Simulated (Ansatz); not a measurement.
Input and output of a self-consistent single point for SbPb (Fm-3m, 2 atoms in the cell) (Ansatz, an electronic-structure program).

Method of the run: LDA (PW92), harder PAW files (source: ansatz) made with PBE (plane waves; Ansatz).

The change in words: lattice scaled by 0.98; basis.ecutwfc: 420 eV → 320 eV; hamiltonian.pseudopotentials: {kind: paw} (the program's default PAW files) → {kind: paw, source: ansatz}. Reference geometry:
```
SbPb
1.0
    0.00000     3.15176     3.15176
    3.15176     0.00000     3.15176
    3.15176     3.15176     0.00000
Sb Pb
1 1
Cartesian
  3.15176   3.15176   3.15176
  0.00000   0.00000   0.00000
```

Reference input (self-consistent single point, DFT, LDA (PW92), plane waves, default PAW files made with PBE): basis.ecutwfc = 420 eV; kpoints.mp_grid.grid = 9 9 9; hamiltonian.xc = lda; hamiltonian.pseudopotentials = {kind: paw} (the program's default PAW files); scf.occupations.method = gaussian; scf.occupations.width = 0.1 eV. This run's input differs from it in these lines:

Ansatz 0.2 input:
```diff
@@ -3,5 +3,5 @@
   lattice:
-    - [0.00000000, 3.15176100, 3.15176100]
-    - [3.15176100, 0.00000000, 3.15176100]
-    - [3.15176100, 3.15176100, 0.00000000]
+    - [0.00000000, 3.08872600, 3.08872600]
+    - [3.08872600, 0.00000000, 3.08872600]
+    - [3.08872600, 3.08872600, 0.00000000]
   atoms:
@@ -10,3 +10,3 @@
 basis:
-  ecutwfc: 420.0
+  ecutwfc: 320.0
 kpoints:
@@ -18,2 +18,3 @@
     kind: paw
+    source: ansatz
 scf:
```

Output (repeated stretches shortened):

```
SCF iter   1: F=—  HF=-24092.579821 eV  |F-HF|=—  |Δ(HF+E_count)|=         —  Δρ=5.08e-2  dr2=1.69e0  ethr=3.10e-3  ⟨swp⟩=5.5  Hψ=3320  notcnv=0
all-band conjugate gradients solve this SCF's bands
preconditioner: auto → Kerker (q_TF=auto, 2.589 Å⁻¹)
SCF iter   2: F=—  HF=-24092.086649 eV  |F-HF|=—  |Δ(HF+E_count)|=   4.93e-1  Δρ=2.11e-2  dr2=4.10e-1  ethr=3.10e-3  ⟨swp⟩=2.0  Hψ=1673  notcnv=0  defer=7
   [... lines left out ...]
SCF iter   5: F=—  HF=-24091.959522 eV  |F-HF|=—  |Δ(HF+E_count)|=   3.49e-5  Δρ=3.04e-4  dr2=6.12e-5  ethr=4.31e-7  ⟨swp⟩=2.0  Hψ=1539  notcnv=0  defer=7
SCF iter   6: F=—  HF=-24091.959523 eV  |F-HF|=—  |Δ(HF+E_count)|=   7.93e-7  Δρ=1.03e-4  dr2=9.73e-6  ethr=1.42e-7  ⟨swp⟩=2.0  Hψ=1607  notcnv=0  defer=7
SCF iter   7: F=—  HF=-24091.959524 eV  |F-HF|=—  |Δ(HF+E_count)|=   7.24e-7  Δρ=3.09e-5  dr2=7.68e-7  ethr=2.26e-8  ⟨swp⟩=2.0  Hψ=1045  notcnv=0  defer=7
SCF iter   8: F=-24091.959524 eV  HF=-24091.959524 eV  |F-HF|=7.28e-12  |Δ(HF+E_count)|=   1.04e-7  Δρ=4.06e-6  dr2=1.02e-8  ethr=2.33e-10  ⟨swp⟩=6.6  Hψ=3619  notcnv=0
SCF 1 converged in 8 iterations: F = -24091.959524 eV  dr2 = 1.02e-8
Free energy (F): -24091.959524 eV
Internal energy: -24091.949998 eV  (E = F + TS)
E sigma→0 (E₀):  -24091.954761 eV
Entropy (-TS):   -0.009526 eV (-4.763 meV/atom)
Fermi energy:    12.170306 eV
--- Forces (eV/Å), atoms counted from 1 ---
  atom   1  Sb     0.00000000    -0.00000000    -0.00000000
  atom   2  Pb     0.00000000     0.00000000     0.00000000
--- Stress (GPa, compression-positive) ---
        0.406077      -0.000000       0.000000
       -0.000000       0.406077      -0.000000
        0.000000       0.000000       0.406077
  P = ⅓ Tr σ = 0.4061 GPa (4.061 kbar)
  The stress holds the Pulay correction. Without it, at fixed plane waves, as pw.x and ABINIT print it: P = -71.4383 GPa
```

The run converged in 8 iterations. Against the reference run the pressure goes from -2.29 to 0.41 GPa.

The starting cell comes from a database of computed structures (which also holds hypothetical and non-ambient phases and stackings), without a prior relaxation at this level. Its lattice was rescaled by up to half a per cent. For this run, on top of that: lattice scaled by 0.98. Ansatz's pressure includes its estimate of the finite-basis (Pulay) stress. Without the estimate this run gives -71.44 GPa. The cutoff lies below the one recommended for these files.
